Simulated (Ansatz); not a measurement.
Consider a periodic stack without vacuum, rock-salt NbN (1 1 1) on wurtzite ZnO (0 0 1) (film strained to the substrate, started from cuts of the bulks and a machine-learned relaxation; slabs Zn6O6 and N4Nb4, which can lie off the formulas): substrate slab Zn6O6, film N4Nb4, surface cells [[-1, -1], [0, -1]] and [[1, 0], [0, 1]], film strained by +4.9 and +4.9 %, outermost planes O/Zn and N/Nb as cut, which need not be the usual terminations and can put a slab off its formula. Its start:

```xyz
20
Lattice="3.2795 0.0000 0.0460 1.6397 2.8401 0.0830 -0.5774 1.2815 26.3381" Properties=species:S:1:pos:R:3 pbc="T T T"
Zn     1.9005     0.8838     1.6193
Zn     3.4969     1.8837     4.3285
O      1.8672     0.9484     3.5955
O      3.5488     1.8418     0.9773
Zn     1.8238     0.9615     6.9614
Zn     3.4204     1.8493     9.6518
O      1.7903     0.9158     8.9462
O      3.4728     1.9200     6.3115
Zn     1.7431     0.7603    12.2485
Zn     3.3612     1.5472    14.9667
O      1.7311     0.6167    14.2530
O      3.3918     1.7225    11.6505
N      1.7085     4.2294    17.0271
N      1.7009     2.2120    19.2246
N      3.2813     3.0358    21.6599
N      1.5712     3.9491    24.0877
Nb     3.2989     3.3281    18.0109
Nb     1.7238     3.9563    20.4573
Nb     1.5839     2.0815    22.8232
Nb     3.1972     2.9834    25.1278
```

The start was prepared with a machine-learned potential, and the result is one local minimum, with the in-plane cell held and forces under 0.04 eV/Å; the film can end far from its bulk form.

Computed with PBE (plane waves to 420 eV, PAW; Ansatz, a program for electronic structure). Spin–orbit coupling is left out; the runs are not spin-polarised; PBE gaps are too small against experiment. Its k-point mesh 11×11×1, Fermi–Dirac width 0.05 eV.

**Question.** Predict the relaxed interface.

**Answer.** 
* **interface area**: 9.3 Å²
* **period**: 26.30 Å
* **heights between the nearest atoms of the two slabs at the two interfaces**: 2.02 and 2.11 Å
* **Nb–Zn contacts across the interfaces within 1.22 times the sum of covalent radii**: 3, mean 3.36 Å
* **Nb–O contacts across the interfaces within 1.22 times the sum of covalent radii**: 1, mean 2.11 Å
* **N–Zn contacts across the interfaces within 1.22 times the sum of covalent radii**: 1, mean 2.02 Å
